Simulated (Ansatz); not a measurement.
For TiSi (model structure, started from the CoSn type, P6/mmm, No. 191, 6 atoms in the cell), PBE (Ansatz, a first-principles code, plane waves, PAW) gives:

```
Item                          Value
-------------------  --------------
lattice parameter a         5.453 Å
c axis length               4.238 Å
formation enthalpy   -0.193 eV/atom
```

What does PBE-D3(BJ) (Ansatz, plane waves, PAW) give for the same quantities?


- lattice constant a: 5.380 Å (drops by 1.3 %)
- lattice parameter c: 4.190 Å (drops by 1.1 %)
- formation enthalpy: -0.186 eV/atom (moves by +0.007 eV/atom)

Changes are worked out from the printed values.

Unless a cell is named, each level is at its own relaxed cell (PBE 18.19, PBE-D3(BJ) 17.50 Å³/atom).

Ansatz's density-functional and Hartree–Fock values are scalar-relativistic unless marked +SOC, with PAW data made under PBE.

A model structure was made by putting elements into a prototype or built by hand; it is no filed structure, need not be a known phase, and can be a saddle point held by its symmetry.
